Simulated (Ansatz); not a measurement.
Functionals compared on a constructed model of the (110) surface of bcc W, a pseudomorphic layer of Cu in the host's stacking (bottom of the slab: a bare face, its two planes held), in Ansatz (plane waves, PAW). The structure was relaxed with PBE; the other rows are single points on it. Cutoff 420 eV (500 eV for r2SCAN).

Set-up: 7 atoms, 13.9 Å thick at the start with caps and adatoms (thin: gaps and levels are the slab's own); mesh 14x14x1; 0.1 eV smearing; dipole correction on; 2 atoms held, the rest relaxed; held to the start's symmetry, so lower structures may exist; no spin, no spin-orbit, no U. It is one candidate, not shown to be the stable structure of the face. These notes are the PBE run's.

```tsv
functional	work function of the top face (eV)	rough cost of the single point
PBE	4.35	–
RPBE	…	roughly 40 core-seconds
r2SCAN	4.34	very roughly 100 core-seconds
```

### Question
Some entries are withheld; supply them.

### Answer

- RPBE, work function of the top face (eV): 4.18

Ansatz is an electronic-structure program.
